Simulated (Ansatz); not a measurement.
The reference is Ba2ZnN2 (space group I4/mmm, No. 139).

Space group I4/mmm (No. 139); a = b = 4.124 Å, c = 12.794 Å, α = β = γ = 90.00°

```tsv
atom	site	symmetry	x	y	z
Ba	4e	4mm	0.0000	0.0000	0.3445
Zn	2a	4/mmm	0.0000	0.0000	0.0000
N	4e	4mm	0.0000	0.0000	0.1419
```
(The calculation used a cell of 5 atoms; values per cell refer to that cell.)

All numbers come from Ansatz (a program for electronic structure), PBEsol, PAW, cutoff 420 eV, no spin-orbit coupling.

One thing is altered: 0.326 holes added to each cell, a density of 3.0×10^21 cm⁻³, with a uniform compensating background at fixed cell and a 300 K Fermi–Dirac width.

Question: What happens to the largest internal atomic displacement and Fermi level from band edge?

Answer: The largest internal atomic displacement comes out as 0.011 Å; the Fermi level relative to the doped band's edge (positive inside the band; to 0.05 eV) amounts to +0.20 eV.

Charged cell with a jellium background: band edges are those of the host's band count, energies are not comparable with the neutral cell, and many-body gap narrowing is missing. Whether these cells are dynamically stable was not tested.
